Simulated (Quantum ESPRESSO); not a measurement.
**Variants of one calculation on LiLa₂SbO₆ (P1, 20 atoms in the cell)**

```xyz
20
Lattice="5.6226 0.0000 0.0000 0.0000 5.7199 0.0000 -5.5942 0.0000 7.9688" Properties=species:S:1:pos:R:3 pbc="T T T"
La     0.1155     0.1775     5.9807
La    -2.8702     3.1781     5.9630
La    -0.2183     5.4311     2.1022
La     2.8682     2.6709     2.0601
Li    -2.8536     0.0360     3.9510
Li     0.0259     2.9791    -0.0851
Sb     0.0407     2.7847     3.9988
Sb     2.8067    -0.0255    -0.0213
O     -1.6818     3.9786     3.6715
O      4.4588     1.0601     0.3464
O      1.6825     1.7582     4.3739
O     -4.4065     4.6062     7.5682
O     -1.1415     1.2502     3.5637
O      3.9710     4.2359     0.4359
O      1.1327     4.3506     4.3855
O     -3.8763     1.7417     7.5645
O     -0.3578     2.6549     5.7942
O     -2.3173     5.5324     5.9824
O      0.5505     2.9717     2.1575
O      2.3263     0.1068     1.9266
```

Base run A: Quantum ESPRESSO with PBEsol, GBRV 1.5 ultrasoft (PBESOL) pseudopotentials, self-consistent single point.

Its settings: ecutwfc = 40 Ry; ecutrho = 200 Ry; occupations = smearing; smearing = gaussian; degauss = 0.019992 Ry; K_POINTS = automatic 4 3 2 0 0 0; conv_thr = 1e-10 Ry.

The starting cell comes from a database of published, mostly measured structures (it also holds non-ambient and calculated ones), without a prior relaxation at this level. Its atoms were displaced at random from the sites of space group no. 14. Spin-orbit coupling is off. In the base run, forces exceed 1 eV/Å.

ΔF is the free energy per atom less that of run A. A dash stands where there is no value to compare (another energy zero or no entropy term, no result, no spin, no clean gap, or a mesh too coarse for one). Absolute energies have different zeros for different potentials, functionals, Hubbard and dispersion terms and are not compared across them.

Run A gave: pressure (GPa) 1.95; largest force (eV/Å) 3.818; gap on the mesh (eV) 4.008; k-points 14.

Runs:
- B: K_POINTS: automatic 4 3 2 0 0 0 → automatic 5 4 3 1 1 1
- C: pseudopotentials: {La: la_pbesol_v1.uspp.F.UPF, Li: li_pbesol_v1.4.uspp.F.UPF, Sb: sb_pbesol_v1.4.uspp.F.UPF, O: o_pbesol_v1.2.uspp.F.UPF} → {La: la_pbe_v1.uspp.F.UPF, Li: li_pbe_v1.4.uspp.F.UPF, Sb: sb_pbe_v1.4.uspp.F.UPF, O: o_pbe_v1.2.uspp.F.UPF}; input_dft: default → blyp [BLYP]
- D: ecutrho: 200 Ry → 80 Ry
- E: ecutwfc: 40 Ry → 24 Ry; ecutrho: 200 Ry → 120 Ry
- F: nosym: default → true
- G: nbnd: default → 77
- H: conv_thr: 1e-10 Ry → 0.0001 Ry
- I: startingwfc: default → atomic

Q: What does run C change against A?

A: The pressure goes from 1.95 to 12.95 GPa, the largest force goes from 3.818 to 4.338 eV/Å and the gap on the mesh goes from 4.008 to 4.104 eV.

Q: What does run B change against A?

A: The free energy hardly moves (within 1 meV/atom), the pressure stays at 1.95 GPa, the largest force stays at 3.818 eV/Å and the gap on the mesh goes from 4.008 to 4.099 eV.

| run | ΔF (meV/atom) | pressure (GPa) | largest force (eV/Å) | gap on the mesh (eV) | k-points |
|---|---|---|---|---|---|
| A | 0.00 | 1.95 | 3.818 | 4.008 | 14 |
| B | -0.05 | 1.95 | 3.818 | 4.099 | 30 |
| C | – | 12.95 | 4.338 | 4.104 | 14 |
| D | -47.3 | 6.19 | 3.766 | 4.037 | 14 |
| E | 1072.8 | -69.56 | 3.631 | 3.917 | 14 |
| F | 0.00 | 1.95 | 3.818 | 4.008 | 14 |
| G | 0.00 | 1.95 | 3.818 | 4.008 | 14 |
| H | 0.00 | 2.00 | 3.813 | 4.009 | 14 |
| I | 0.00 | 1.95 | 3.818 | 4.008 | 14 |
